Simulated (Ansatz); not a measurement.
SiC: pressure series

Take SiC in the zinc blende structure (space group F-43m, No. 216; a = 4.329 Å) as the base.

Cell and atoms are relaxed at each pressure.

Computed with Kohn–Sham DFT with the LDA functional, run in Ansatz (a first-principles code) with PAW and 420 eV plane waves, spin-orbit coupling left out.

Notes on the quantities. enthalpy: H = E + PV relative to the base's energy.

```
variant            volume per atom       enthalpy
-----------------  ---------------  -------------
base                      10.14 Å³              –
pressure −2 GPa           10.23 Å³  -0.13 eV/atom
pressure −1 GPa           10.19 Å³  -0.06 eV/atom
pressure 0.9 GPa          10.10 Å³  +0.06 eV/atom
pressure 4.5 GPa           9.95 Å³  +0.28 eV/atom
pressure 15 GPa            9.57 Å³  +0.92 eV/atom
pressure 22.5 GPa                ?  +1.36 eV/atom
pressure 30 GPa            9.12 Å³  +1.79 eV/atom
```

Q: Some entries are withheld; estimate them.

A: 
- pressure 22.5 GPa, volume per atom: 9.33 Å³

Load acts through the strain it causes; cell and atoms are relaxed under it. Stability against distortions was not tested. No other phases were tried under pressure.
